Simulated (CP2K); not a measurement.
**Input and output of a self-consistent single point for AgCl (Fm-3m, 2 atoms in the cell) (CP2K)**

Computed with PBE, GPW, DZVP-MOLOPT-SR-GTH basis, GTH-PBE potentials (GTH_POTENTIALS) (CP2K 2026.2).

Input:

```
&GLOBAL
  PROJECT bulk
  RUN_TYPE ENERGY_FORCE
  PRINT_LEVEL LOW
&END GLOBAL
&FORCE_EVAL
  METHOD Quickstep
  STRESS_TENSOR ANALYTICAL
  &DFT
    BASIS_SET_FILE_NAME BASIS_MOLOPT
    POTENTIAL_FILE_NAME GTH_POTENTIALS
    &QS
      METHOD GPW
      EPS_DEFAULT 1E-11
    &END QS
    &MGRID
      CUTOFF 500
      REL_CUTOFF 50
      NGRIDS 5
    &END MGRID
    &SCF
      SCF_GUESS ATOMIC
      EPS_SCF 1E-7
      MAX_SCF 100
      ADDED_MOS 4
      &DIAGONALIZATION
        ALGORITHM STANDARD
      &END DIAGONALIZATION
      &MIXING
        METHOD BROYDEN_MIXING
        ALPHA 0.3
        NBUFFER 12
      &END MIXING
    &END SCF
    &KPOINTS
      SCHEME MONKHORST-PACK 7 7 7
    &END KPOINTS
    &XC
      &XC_FUNCTIONAL PBE
      &END XC_FUNCTIONAL
    &END XC
    &PRINT
      &MO
        EIGENVALUES T
        OCCUPATION_NUMBERS T
        NDIGITS 8
        FILENAME mo
        &EACH
          QS_SCF 0
        &END EACH
        ADD_LAST NUMERIC
      &END MO
      &MULLIKEN OFF
      &END MULLIKEN
    &END PRINT
  &END DFT
  &SUBSYS
    &CELL
      A 3.89251700 0.00000000 0.00000000
      B 1.94625800 3.37101800 0.00000000
      C 1.94625800 1.12367300 3.17822700
      PERIODIC XYZ
    &END CELL
    &COORD
      SCALED
      Ag       0.00000000     0.00000000     0.00000000
      Cl       0.50000000     0.50000000     0.50000000
    &END COORD
    &KIND Ag
      BASIS_SET DZVP-MOLOPT-SR-GTH-q11
      POTENTIAL GTH-PBE-q11
    &END KIND
    &KIND Cl
      BASIS_SET DZVP-MOLOPT-SR-GTH-q7
      POTENTIAL GTH-PBE-q7
    &END KIND
  &END SUBSYS
  &PRINT
    &FORCES ON
    &END FORCES
    &STRESS_TENSOR ON
    &END STRESS_TENSOR
  &END PRINT
&END FORCE_EVAL
```

The program printed (abridged):

```
 GLOBAL| Method name                                                        CP2K
 GLOBAL| Project name                                                       bulk
 GLOBAL| Run type                                                   ENERGY_FORCE

 TOTAL NUMBERS AND MAXIMUM NUMBERS

  Total number of            - Atomic kinds:                                   2
                             - Atoms:                                          2
                             - Shell sets:                                     2
                             - Shells:                                        12
                             - Primitive Cartesian functions:                  9
                             - Cartesian basis functions:                     44
                             - Spherical basis functions:                     38

  Maximum angular momentum of- Orbital basis functions:                        3
                             - Local part of the GTH pseudopotential:          0
                             - Non-local part of the GTH pseudopotential:      4

 SCF PARAMETERS         Density guess:                                    ATOMIC
                        max_scf:                                             100
                        max_diis:                                              4
                        eps_scf:                                        1.00E-07
                        eps_diis:                                       1.00E-01
                        eps_eigval:                                     1.00E-05
                        level_shift [a.u.]:                             0.000000
                        added MOs                                         4    0
                        Mixing method:                            BROYDEN_MIXING
                                                charge density mixing in g-space
                        No outer SCF

 Extrapolation method: initial_guess

 Number of electrons:                                                         18
 Number of occupied orbitals:                                                  9
 Number of molecular orbitals:                                                13

 Number of orbital functions:                                                 38
 Number of independent orbital functions:                                     38

 SCF WAVEFUNCTION OPTIMIZATION

  Step     Update method      Time    Convergence         Total energy    Change
     1 NoMix/Diag. 0.30E+00      -     0.77177622       -52.0693828114 -5.21E+01
     2 Broy./Diag. 0.30E+00      -     0.07024243       -51.9192258156  1.50E-01
     3 Broy./Diag. 0.30E+00      -     0.03539737       -51.9781280766 -5.89E-02
     4 Broy./Diag. 0.30E+00      -     0.00924631       -52.0247598085 -4.66E-02
     5 Broy./Diag. 0.30E+00      -     0.00087610       -52.0381832317 -1.34E-02
     6 Broy./Diag. 0.30E+00      -     0.00150840       -52.0326848613  5.50E-03
     7 Broy./Diag. 0.30E+00      -     0.00006806       -52.0288145119  3.87E-03
     8 Broy./Diag. 0.30E+00      -     0.00006819       -52.0287614808  5.30E-05
     9 Broy./Diag. 0.30E+00      -     0.00000130       -52.0288516946 -9.02E-05
    10 Broy./Diag. 0.30E+00      -     0.00000142       -52.0288529585 -1.26E-06
    11 Broy./Diag. 0.30E+00      -     8.3613E-09       -52.0288534932 -5.35E-07

  *** SCF run converged in    11 steps ***

  Electronic density on regular grids:        -17.9999999999        0.0000000001
  Core density on regular grids:               17.9999999998       -0.0000000002
  Total charge density on r-space grids:       -0.0000000001
  Total charge density g-space grids:          -0.0000000001

  Overlap energy of the core charge distribution:               0.00000000001140
  Self energy of the core charge distribution:                -93.59704815638217
  Core Hamiltonian energy:                                     28.33328026765566
  Hartree energy:                                              22.00278243135141
  Exchange-correlation energy:                                 -8.76786803585006

  Total energy:                                               -52.02885349321377

 ENERGY| Total FORCE_EVAL ( QS ) energy [hartree]            -52.028853423120722

 FORCES| Atomic forces [hartree/bohr]
 FORCES|   Atom     x               y               z               |f|
 FORCES|      1 -2.71259060E-15 -4.53045947E-15 -2.95585106E-15   6.05146811E-15
 FORCES|      2 -5.18470234E-15 -4.41670364E-15  7.50935378E-15   1.01379881E-14
 FORCES| Sum    -7.89729294E-15 -8.94716311E-15  4.55350272E-15
 FORCES| Total atomic force                                       1.27731496E-14

 STRESS| Analytical stress tensor [bar]
 STRESS|                        x                   y                   z
 STRESS|      x        3.50110157093E+04   1.38656038984E+00   9.80449380457E-01
 STRESS|      y        1.38656038984E+00   3.50094846599E+04   5.98550578871E-01
 STRESS|      z        9.80449380457E-01   5.98550578871E-01   3.50090087295E+04
 STRESS| 1/3 Trace                                             3.50098363662E+04
```

The run converged in 11 iterations.

The starting cell comes from a database of computed structures (which also holds hypothetical and non-ambient phases and stackings), without a prior relaxation at this level. Its lattice was rescaled by a random factor within 2.5 % of one. Values carry the incompleteness of an atom-centred basis. With a pressure of about 4 GPa the cell is away from its equilibrium volume at this level.

Cost on one core of a shared machine: roughly 40 s.
